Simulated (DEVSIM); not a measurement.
System: isotype n-n heterojunction Al0.15Ga0.85As/GaAs, at 400 K.

Layer 1 from the left is Al0.15Ga0.85As, thickness (μm) 0.270, Nd (cm⁻³) 2.7e16, τn (s) 9.9e-9, τp (s) 9.9e-9. Layer 2 from the left is GaAs, thickness (μm) 0.0220, Nd (cm⁻³) 2.7e17, τn (s) 9.9e-9, τp (s) 9.9e-9.

Left contact: ohmic. Right contact: ohmic. Voltage is applied to the left contact. Recombination: SRH at mid-gap, radiative, Auger. Mobility is μmin + (μ − μmin)/(1 + (N/Nref)^α).

The device is made up for the run: typed textbook-type constants, with dimensions and the other settings drawn at random. Values at 300 K; Nc and Nv go as T^1.5, mobilities as T to minus their exponent, the gap by Varshni's rule with the affinity fixed.

Al0.15Ga0.85As: gap (eV) 1.611, affinity (eV) 3.9515, permittivity 12.47, Nc (cm⁻³) 5.6e17, Nv (cm⁻³) 9e18, μn (cm²/Vs) 5695, μp (cm²/Vs) 282, μn,min 500, μp,min 20, Nref,n 6e16, Nref,p 1.5e17, αn 0.39, αp 0.38, T exponent of μn 2.1, T exponent of μp 2.2, B (cm³/s) 2e-10, Cn (cm⁶/s) 1e-30, Cp (cm⁶/s) 1e-30, Varshni α (eV/K) 0.000541, Varshni β (K) 204. GaAs: gap (eV) 1.424, affinity (eV) 4.07, permittivity 12.9, Nc (cm⁻³) 4.7e17, Nv (cm⁻³) 9e18, μn (cm²/Vs) 8500, μp (cm²/Vs) 400, μn,min 500, μp,min 20, Nref,n 6e16, Nref,p 1.5e17, αn 0.39, αp 0.38, T exponent of μn 2.1, T exponent of μp 2.2, B (cm³/s) 2e-10, Cn (cm⁶/s) 1e-30, Cp (cm⁶/s) 1e-30, Varshni α (eV/K) 0.000541, Varshni β (K) 204.

Model (solved in DEVSIM): 1D drift-diffusion, Boltzmann statistics, complete ionisation; no tunnelling, impact ionisation, image-force lowering or self-heating. Band offsets follow the typed affinities; no thermionic-emission limit at abrupt steps, no polarisation charge.

Task: What does the simulation give for the potential step across the device at zero bias?

Result: potential step across the device at zero bias 0.033 V.
